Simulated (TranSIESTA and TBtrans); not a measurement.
Device: diphenylacetylene-4,4'-diyl held by selenolate Se between two Au chains. Leads: straight Au chain, spacing 2.55 Å. Geometry: 26 atoms about the centre moved by SIESTA (PBE, SZP) to a largest force of 0.05 eV/Å, all others as built. Transport runs along z; the first 6 and the last 6 of the 42 atoms are the lead cells, repeated to infinity.

```xyz
42
Lattice="12.831 0.000 0.000 0.000 12.831 0.000 0.000 0.000 57.755" Properties=species:S:1:pos:R:3 pbc="F F T"
Au     6.415     6.415     0.000
Au     6.415     6.415     2.550
Au     6.415     6.415     5.100
Au     6.415     6.415     7.650
Au     6.415     6.415    10.200
Au     6.415     6.415    12.750
Au     6.415     6.415    15.300
Au     6.415     6.415    17.850
Au     6.484     6.460    20.377
Se     4.549     5.150    21.005
C      5.054     5.480    22.892
C      4.534     6.632    23.600
C      4.916     6.903    24.948
C      5.833     6.014    25.638
C      6.338     4.844    24.944
C      5.950     4.584    23.595
C      6.239     6.292    27.006
C      6.594     6.537    28.199
C      7.000     6.814    29.567
C      7.915     5.924    30.258
C      8.298     6.195    31.606
C      7.778     7.348    32.312
Se     8.283     7.677    34.200
C      6.884     8.245    31.609
C      6.496     7.985    30.260
H      3.805     7.341    23.043
H      4.511     7.830    25.510
H      7.061     4.136    25.506
H      6.358     3.653    23.039
H      8.319     4.995    29.697
H      9.025     5.486    32.164
H      6.478     9.176    32.166
H      5.773     8.694    29.698
Au     6.345     6.370    34.827
Au     6.415     6.415    37.355
Au     6.415     6.415    39.905
Au     6.415     6.415    42.455
Au     6.415     6.415    45.005
Au     6.415     6.415    47.555
Au     6.415     6.415    50.105
Au     6.415     6.415    52.655
Au     6.415     6.415    55.205
```

Run with TranSIESTA and TBtrans (open boundaries, self-consistent; PseudoDojo norm-conserving potentials, scalar-relativistic): PAO.BasisSize DZP, PAO.EnergyShift 0.15 eV, XC.Authors PBE, Mesh.Cutoff 150 Ry, ElectronicTemperature 300 K, TS.Voltage 0.0 eV, TBT.Elecs.Eta 0.001 eV, no spin polarisation.

Energies count from the leads' Fermi level. Transmissions are for one spin of a degenerate pair. The energy step is 0.02 eV; narrower resonances are cut or missed.

| E (eV) | T |
|---|---|
| -0.20 | 0.121 |
| -0.16 | 0.131 |
| -0.12 | 0.200 |
| -0.08 | 0.151 |
| -0.04 | 0.125 |
| 0.00 | 0.111 |
| 0.04 | 0.115 |
| 0.08 | 0.113 |
| 0.12 | 0.112 |
| 0.16 | 0.111 |
| 0.20 | 0.111 |

### Question
Give the zero-bias conductance in μS and the resistance at 300 K.

### Answer
At the Fermi level T = 0.111. Averaged with −∂f/∂E over the full grid (kT = 25.9 meV) it is 0.119. With G0 = 2e²/h = 77.48 μS, G = 9.22 μS and R = 1/G = 108 kΩ.

### Question
The eigenchannels at the Fermi level transmit 0.111. What Fano factor of the shot noise follows at low temperature and bias?

### Answer
F = Σ τ(1 − τ)/Σ τ = 0.0987/0.111 = 0.89.

The leads' channel count changes near -0.01 eV, within the thermal window, so values at the Fermi level hang on where that band edge falls. The leads are straight chains one atom wide, held at their spacing: model electrodes, not surfaces. Semilocal functionals put molecular levels too close to the Fermi level and tend to overestimate such conductances.
